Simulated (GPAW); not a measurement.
GPAW run on TaAs (I4_1md, 4 atoms in the cell): self-consistent single point.

Level of theory: PBE, GPAW PAW datasets PBE (gpaw-data 1.0.1) (plane waves; GPAW).

The change in words: lattice scaled by 0.98. Reference geometry:
```xyz
4
Lattice="-1.7476 1.7476 5.9560 1.7476 -1.7476 5.9560 1.7476 1.7476 -5.9560" Properties=species:S:1:pos:R:3 pbc="T T T"
Ta     1.7476     0.0000     5.9556
Ta     0.0000     0.0000     8.9336
As     1.7476     0.0000     0.9843
As     0.0000     0.0000     3.9623
```

Reference input (self-consistent single point, DFT PBE, plane waves, GPAW PAW datasets PBE (gpaw-data 1.0.1)): mode = pw; ecut = 550 eV; xc = PBE; kpts = 8 8 8; mesh shift (steps) = 0 0 0; occupations.name = fermi-dirac; occupations.width = 0.1 eV; nbands = -10; convergence.density = 1e-05 e/electron; convergence.energy = 1e-05 eV/electron; symmetry.symmorphic = false; symmetry.tolerance = 0.0005. This run's input differs from it in these lines:

```diff
@@ -5,9 +5,9 @@
 atoms = Atoms(['Ta', 'Ta', 'As', 'As'],
-              cell=[[-1.747642, 1.747642, 5.955959],
-                    [1.747642, -1.747642, 5.955959],
-                    [1.747642, 1.747642, -5.955959]],
-              positions=[[1.747642, 0.000000, 5.955602],
-                         [-0.000000, 0.000000, 8.933581],
-                         [1.747642, 0.000000, 0.984282],
-                         [0.000000, -0.000000, 3.962261]],
+              cell=[[-1.712689, 1.712689, 5.836840],
+                    [1.712689, -1.712689, 5.836840],
+                    [1.712689, 1.712689, -5.836840]],
+              positions=[[1.712689, 0.000000, 5.836490],
+                         [0.000000, -0.000000, 8.754910],
+                         [1.712689, 0.000000, 0.964596],
+                         [-0.000000, 0.000000, 3.883016]],
               pbc=True)
```

The program printed (abridged):

```
     iter     time        total  log10-change:
                         energy   eigst   dens
iter:   1 --:--:--   -31.434048
iter:   2 --:--:--   -31.400106   -1.46  -1.26
iter:   3 --:--:--   -31.227839   -1.24  -1.28
iter:   4 --:--:--   -31.177710   -2.99  -1.64
iter:   5 --:--:--   -31.202306   -2.55  -1.60
iter:   6 --:--:--   -31.206777   -3.24  -2.44
iter:   7 --:--:--   -31.199269   -3.31  -2.49
iter:   8 --:--:--   -31.198926   -4.10  -2.89
iter:   9 --:--:--   -31.198917c  -4.32  -3.13
iter:  10 --:--:--   -31.199058c  -4.40  -3.25
iter:  11 --:--:--   -31.198849c  -5.13  -3.08
iter:  12 --:--:--   -31.198850c  -5.14  -3.57
iter:  13 --:--:--   -31.198843c  -7.06  -4.16
iter:  14 --:--:--   -31.198846c  -7.17  -4.17
iter:  15 --:--:--   -31.198846c  -8.10c -4.28
iter:  16 --:--:--   -31.198844c  -7.98c -4.34
iter:  17 --:--:--   -31.198846c  -7.79c -4.37
iter:  18 --:--:--   -31.198847c  -8.58c -4.43
iter:  19 --:--:--   -31.198846c  -8.33c -4.47
   [... 2 lines left out ...]
iter:  22 --:--:--   -31.198844c  -9.18c -4.62
iter:  23 --:--:--   -31.198845c  -8.14c -4.65
iter:  24 --:--:--   -31.198845c -10.06c -4.81
iter:  25 --:--:--   -31.198845c  -8.72c -4.84
iter:  26 --:--:--   -31.198845c  -9.25c -5.02c
Converged after 26 iterations.

Dipole moment: (2.619456, -2.619456, -0.126064) |e|*Ang

Energy contributions relative to reference atoms: (reference = -971350.830002)

Kinetic:        +49.351901
Potential:      -45.919768
External:        +0.000000
XC:             -34.083354
Entropy (-ST):   -0.026494
Local:           -0.534377
SIC:             +0.000000
--------------------------
Free energy:    -31.212092
Extrapolated:   -31.198845

Showing only first 2 kpts
 Kpt  Band  Eigenvalues  Occupancy
  0    16      9.77957    2.00000
  0    17      9.77957    2.00000
  0    18     12.36682    0.00013
  0    19     13.05475    0.00000

  1    16     10.15392    1.99999
  1    17     10.29104    1.99997
  1    18     11.80730    0.03493
  1    19     12.22266    0.00056

Fermi level: 11.40430

No gap
No difference between direct/indirect transitions
Energy (eV): -31.198845

Forces in eV/Ang:
  0 Ta    0.00000    0.00000    0.03311
  1 Ta    0.00000    0.00000    0.03311
  2 As    0.00000    0.00000   -0.03367
  3 As    0.00000    0.00000   -0.03367

Stress tensor:
    -0.039638    -0.000000    -0.000000
    -0.000000    -0.039638     0.000000
    -0.000000     0.000000    -0.031174
Stress (GPa, Voigt): [-6.3507 -6.3507 -4.9946  0.     -0.     -0.    ]
```

The run converged in 26 iterations. GPAW prints stress with tension positive. Against the reference run the free energy goes up by 1.4 meV/atom, the pressure goes from -4.93 to 5.90 GPa and the largest force goes from 0.005 to 0.034 eV/Å.

The starting cell comes from a database of computed structures (which also holds hypothetical and non-ambient phases and stackings), without a prior relaxation at this level. Its lattice was rescaled by a random factor within 2.5 % of one. For this run, on top of that: lattice scaled by 0.98. Spin polarisation is off. With a pressure of about 6 GPa the cell is away from its equilibrium volume at this level.

Cost on one core of a shared machine: roughly 2 min.
